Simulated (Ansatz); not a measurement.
## CdS, pressure series

Base system: CdS in the zinc blende structure (space group F-43m, No. 216; a = 5.879 Å).

Cell and atoms are relaxed at each pressure.

Method: r2SCAN (Ansatz, a quantum-chemistry and plane-wave program), no spin-orbit coupling, earlier PAW set.

Notes on the quantities. enthalpy: H = E + PV relative to the base's energy.

| variant | enthalpy | band gap | volume per atom |
|---|---|---|---|
| base | – | 1.54 eV | 25.40 Å³ |
| pressure −2 GPa | -0.32 eV/atom | 1.46 eV | 26.32 Å³ |
| pressure −1 GPa | -0.16 eV/atom | 1.50 eV | 25.84 Å³ |
| pressure 3 GPa | +0.46 eV/atom | … | … |
| pressure 7 GPa | +1.06 eV/atom | 1.75 eV | 23.13 Å³ |
| pressure 15 GPa | +2.17 eV/atom | 1.90 eV | 21.44 Å³ |
| pressure 30 GPa | +4.07 eV/atom | 2.07 eV | 19.37 Å³ |
| pressure 50 GPa | +6.37 eV/atom | 2.20 eV | 17.63 Å³ |
| pressure 75 GPa | +9.00 eV/atom | 2.28 eV | 16.17 Å³ |
| pressure 100 GPa | +11.44 eV/atom | 2.31 eV | 15.12 Å³ |

Some entries are withheld; estimate them.


- pressure 3 GPa, band gap: 1.64 eV
- pressure 3 GPa, volume per atom: 24.29 Å³

Load acts through the strain it causes; cell and atoms are relaxed under it. Whether these cells are dynamically stable was not tested. Tetrahedral semiconductors of this kind turn to denser phases somewhere between about 1 and 50 GPa; those were not computed, so compressed cells here can lie past the real transition.
